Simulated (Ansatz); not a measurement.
The reference is BP in the zinc blende structure (space group F-43m, No. 216; a = 4.537 Å). Axes: x, y, z lie along the cube axes.

Modification: a pure shear with ε_xy = ε_yx = -0.0146, atoms relaxed at fixed cell.

Levels (all Ansatz, a first-principles code, PAW): r2SCAN (500 eV, no spin-orbit coupling); HSE06+SOC (420 eV, with spin-orbit coupling).

The geometry is relaxed with r2SCAN.

| Item | Result |
|---|---|
| r2SCAN lowest conduction level above the VBM at special points | X 1.20 eV; T 1.37 eV; Σ₀ 2.01 eV; Γ 3.22 eV |
| r2SCAN valence-band top at Γ | 0.00, -0.14, -0.25 eV |

Task: What does HSE06+SOC give at this geometry for the lowest conduction level above the VBM at special points and valence-band top at Γ?

Result: The lowest conduction level above the VBM at special points becomes X 1.75 eV; T 1.93 eV; Σ₀ 2.57 eV; Γ 3.95 eV (r2SCAN: X 1.20 eV; T 1.37 eV; Σ₀ 2.01 eV; Γ 3.22 eV); the valence-band top at Γ (three highest Kramers pairs, from the VBM) stays 0.00, -0.14, -0.25 eV.

Single points use the geometry relaxed with r2SCAN. HSE06 was sampled on its mesh, a few special points and the semilocal edge points, so its gap is an upper bound. The spin-orbit shifts are approximate. The levels and masses belong to the bands next to the band gap. The cells carry an imposed strain or load. Whether these cells are dynamically stable was not tested. Labels are those of the standard path for the cell's own space group.
